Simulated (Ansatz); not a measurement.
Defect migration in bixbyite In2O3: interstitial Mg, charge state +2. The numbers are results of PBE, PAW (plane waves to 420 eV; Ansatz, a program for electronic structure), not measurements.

80-site cell at the relaxed PBE lattice, one k-point at (0.250, 0.250, 0.250), smearing 0.01 eV, spin-restricted, no finite-size correction. No zero-point or tunnelling terms. The charge state is imposed; whether it is stable for some Fermi level was not computed. Sites that were not tried may lie lower.

Barriers: single points on a 2×2×2 k-point mesh shifted by half a step at the bands' geometries.

The step: a direct jump of one Mg atom; the atom moves 2.11 Å along (0.13, -0.12, 0.10) of the unit cell; the moving atom starts with neighbours 2 O at 1.90, 2 O at 2.01 Å and ends with In at 2.67, 3 In at 2.70; 3 O at 2.12, 3 O at 2.27 Å.

**Question.** Predict the migration barrier of this step from PBE, PAW.

**Answer.** 0.79 eV forward and 0.81 eV backward. At the saddle the moving atom has neighbours O at 1.87, 2 O at 1.90 Å. The saddle point's order was not checked.
